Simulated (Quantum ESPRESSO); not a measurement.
Equation of state of BaTiO3 (space group 99): energy against volume (Quantum ESPRESSO, PBE)

```
CELL_PARAMETERS angstrom
      3.91905     0.00000     0.00000
      0.00000     3.91905     0.00000
      0.00000     0.00000     3.96816
ATOMIC_POSITIONS crystal
  Ba 0.00000 0.00000 0.00000
  Ti 0.50000 0.50000 0.51300
  O  0.50000 0.50000 0.97700
  O  0.00000 0.50000 0.48700
  O  0.50000 0.00000 0.48700
```

Level of theory: PBE, PSlibrary PAW (PBE) pseudopotentials (plane waves; Quantum ESPRESSO). Settings: ecutwfc = 78 Ry; ecutrho = 858 Ry; occupations = smearing; smearing = fd; degauss = 0.000734986 Ry; K_POINTS = automatic 8 8 8 0 0 0; conv_thr = 1e-10 Ry. The cell above is the first row's. The rows scale it uniformly. In all rows fractional positions and the k mesh are held. E is the free energy at the stated smearing, counted from the lowest row.

```
V (Å^3/atom)  E (meV/atom)
------------  ------------
12.189               41.48
12.454               21.10
12.719                7.88
12.984                1.07
13.249                0.00
13.514                4.06
13.779               12.72
14.044               25.49
14.309                   ?
```

Fit E of the 8 rows that show it with the third-order Birch-Murnaghan form, a cubic in V^(-2/3). With u = V^(-2/3) - 0.180, the rows have u = 0.008808, 0.006120, 0.003526, 0.001020, -0.001401, -0.003744, -0.006011, -0.008207. Least squares gives E = -0.036 + 617.14·u + 459445·u² + 639896·u³. Residuals (row less fit): -0.001, 0.004, 0.000, -0.002, 0.001, 0.000, 0.004, -0.001; standard error 0.003 (degrees of freedom: 4). Its minimum lies at u = -0.000673, so V0 = (0.179327)^(-3/2) = 13.17. There d²E/du² = 916300 and d³E/du³ = 3839000, so B0 = (4/9) × 13.17^(-7/3) × 916300 × 0.160218 = 159 GPa (the last factor turns the table's units into GPa), and B0' = 4 + (2/3) × 0.179327 × (3839000)/916300 = 4.5. The program's pressures in the fitted runs (not shown) pass through zero at V = 13.16, 0.09 % from this V0.

Task: Predict the withheld E at V = 14.309 from the fit, and compare with the calculation.

Result: u = -0.010334, so E = -0.036 + 617.14 × (-0.010334) + 459445 × (-0.010334)² + 639896 × (-0.010334)³ = 41.945 meV/atom. The calculation gives 41.94 meV/atom, 0.005 meV/atom below the prediction (under 0.05 % of the range of E in the table). The row lies outside the fitted rows, so this is an extrapolation. From the scatter of the fitted rows alone, a prediction at this place has a standard error of 0.008 meV/atom, so the miss is 0.6 times that.

Carrying the step between the two nearest rows on in a straight line would have given 38.26, off by 3.68; series whose last step already gives the withheld value aren't shown. The scan was laid around a cell of about the measured size, scaled by a guess for this functional; axis ratios and inner coordinates come from that cell. This is the room-temperature phase, which isn't the ground state. The runs keep the symmetry of the cell, so they don't test it for distortions. Spin-orbit coupling is off. The shape of the cell and the inner coordinates aren't relaxed, so V0 and B0 belong to this uniform scaling; a relaxed crystal lies no higher in energy and is usually softer (forces reach 0.79 eV/Å in these rows). Cutoffs and mesh are single choices, not tested for convergence of this quantity. Series with a scatter that would blur these digits, or in which a gap closes, are not shown. Nor are scans whose minimum lies at an end fitted in this form.
